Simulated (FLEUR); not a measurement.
Band structure of NbRe (Cmmm, 2 atoms in the cell).

```xyz
2
Lattice="1.5848 -2.2495 0.0000 1.5848 2.2495 0.0000 0.0000 0.0000 4.5058" Properties=species:S:1:pos:R:3 pbc="T T T"
Nb     0.0000     0.0000     0.0000
Re     1.5848     0.0000     2.2529
```

Level of theory: LDA (Vosko-Wilk-Nusair), all-electron FLAPW (FLEUR), scalar-relativistic valence.

Settings: Kmax = 4.2 1/bohr; GmaxXC = 14.7 1/bohr; xcFunctional = vwn; jspins = 1; l_soc = F; mode = hist; fermiSmearingEnergy = 0.00999582 Htr; mesh (inpgen div1-3) = 13 13 8; inpgen gamma flag = true; Gmax = 14.7 1/bohr; numbands = 0; maxIterBroyd = 40; imix = Anderson; alpha = 0.05.

The starting cell comes from a database of computed structures (which also holds hypothetical and non-ambient phases and stackings), without a prior relaxation at this level. Its lattice was rescaled by a random factor within 2.5 % of one. Spin-orbit coupling is off. Spin polarisation is off. Values depend on the basis (sphere radii, cutoffs, local orbitals), which need not be converged.

Levels in eV from the Fermi level, bands 11 to 18:
```
point     11     12     13     14    15    16    17    18
-----  -----  -----  -----  -----  ----  ----  ----  ----
Γ      -3.66  -1.34  -1.32  -0.95  1.11  1.27  1.30  2.84
X      -4.17  -3.43  -1.01   1.85  2.11  2.22  2.84  3.57
S      -3.41  -2.62  -2.12  -1.67  0.65  1.67  2.58  4.02
R      -3.79  -3.04   0.72   1.40  1.42  1.92  2.93  3.65
A      -3.15  -3.13  -3.11  -2.51  2.02  2.19  3.20  3.30
Z      -3.26  -2.18  -1.60  -1.14  0.37  0.44  1.16  2.32
Y      -5.33  -3.44   1.16   1.82  2.75  3.78  4.70  4.72
X1     -4.17  -3.43  -1.01   1.85  2.11  2.22  2.84  3.57
A1     -3.15  -3.13  -3.11  -2.51  2.02  2.19  3.20  3.30
T      -3.77  -3.13  -1.35  -0.64  0.09  1.24  3.84  6.25
```
